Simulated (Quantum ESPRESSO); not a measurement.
Troubleshooting Quantum ESPRESSO: a failed run on Y5Sn3 (P6_3/mcm, 16 atoms in the cell). The aim is a self-consistent single point with DFT, PBEsol, plane waves, GBRV 1.5 ultrasoft (PBESOL) pseudopotentials.

Input as run:

```fortran
&control
  calculation = 'scf',
  outdir = './tmp',
  pseudo_dir = './',
  tprnfor = .true.,
  tstress = .true.,
/
&system
  ibrav = 0,
  nat = 16,
  ntyp = 2,
  ecutwfc = 40,
  ecutrho = 320,
  occupations = 'smearing',
  smearing = 'marzari-vanderbilt',
  degauss = 0.0099958,
/
&electrons
  conv_thr = 1.0d-9,
  mixing_beta = 0.3,
/
ATOMIC_SPECIES
Sn   118.7100  sn_pbesol_v1.4.uspp.F.UPF
Y     88.9058  y_pbesol_v1.4.uspp.F.UPF
ATOMIC_POSITIONS alat
Sn    0.6100000000    0.0000000000    0.1835542592
Sn    0.3050000000    0.5282754963    0.5506627776
Sn   -0.3050000000    0.5282754963    0.1835542592
Sn    0.3900000000    0.0000000000    0.5506627776
Sn    0.1950000000    0.3377499075    0.1835542592
Sn   -0.1950000000    0.3377499075    0.5506627776
Y     0.2500000000    0.0000000000    0.1835542592
Y     0.1250000000    0.2165063510    0.5506627776
Y    -0.1250000000    0.2165063510    0.1835542592
Y     0.7500000000    0.0000000000    0.5506627776
Y     0.3750000000    0.6495190528    0.1835542592
Y    -0.3750000000    0.6495190528    0.5506627776
Y     0.0000000000    0.5773502692    0.0000000000
Y     0.5000000000    0.2886751346    0.3671085184
Y     0.5000000000    0.2886751346    0.0000000000
Y1     0.0000000000    0.5773502692    0.3671085184
K_POINTS automatic
3 3 4  0 0 0
CELL_PARAMETERS bohr
  16.8223418038     0.0000000000     0.0000000000
  -8.4111709019    14.5685753532     0.0000000000
   0.0000000000     0.0000000000    12.3512499506
```

Output, abridged:

```
     This program is part of the open-source Quantum ESPRESSO suite
     for quantum simulation of materials; please cite

 %%%%%%%%%%%%%%%%%%%%%%%%%%%%%%%%%%%%%%%%%%%%%%%%%%%%%%%%%%%%%%%%%%%%%%%%%%%%%%
     Error in routine read_cards (16):
     species Y1 in ATOMIC_POSITIONS is nonexistent
 %%%%%%%%%%%%%%%%%%%%%%%%%%%%%%%%%%%%%%%%%%%%%%%%%%%%%%%%%%%%%%%%%%%%%%%%%%%%%%

     stopping ...
```

Task: Read the log: what does the program object to, and what is the fix?

Result: The fault is an atom label that is not in the list of species. Labels in the positions must match the species card. To fix it, correct the label. The program stopped before any SCF iteration.

An input that runs soundly differs in these lines (not the only fix; some lines may just follow from the change or write a value another way):
```diff
-Y1     0.0000000000    0.5773502692    0.3671085184
+Y     0.0000000000    0.5773502692    0.3671085184
```

With that input, the run converged in 17 iterations: free energy E − TS -25592.0379 eV; Fermi level (on the code's own zero) 10.85 eV; pressure -0.80 GPa; largest force (vector length) 0.369 eV/Å (DFT, PBEsol, plane waves, GBRV 1.5 ultrasoft (PBESOL) pseudopotentials).

On the sound input: the starting cell comes from a database of published, mostly measured structures (it also holds non-ambient and calculated ones), without a prior relaxation at this level.
